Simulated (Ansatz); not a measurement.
Functionals compared on a constructed model of the (110) surface of bcc Mo, a pseudomorphic layer of Sn in the host's stacking (bottom of the slab: a bare face, its two planes held), in Ansatz (plane waves, PAW). The structure was relaxed with PBE; the other rows are single points on it. Cutoff 420 eV (500 eV for r2SCAN).

Set-up: 7 atoms, 13.8 Å thick at the start with caps and adatoms (thin: gaps and levels are the slab's own); mesh 14x14x1; 0.1 eV smearing; dipole correction on; 2 atoms held, the rest relaxed; held to the start's symmetry, so lower structures may exist; no spin, no spin-orbit, no U. It is one candidate, not shown to be the stable structure of the face. These notes are the PBE run's.

```
functional  work function of the top face (eV)  rough cost of the single point
----------  ----------------------------------  ------------------------------
PBE                                       4.05                               –
RPBE                                      3.94    very roughly 28 core-seconds
r2SCAN                                    4.19         roughly 70 core-seconds
```

Ansatz is a quantum-chemistry and plane-wave program.
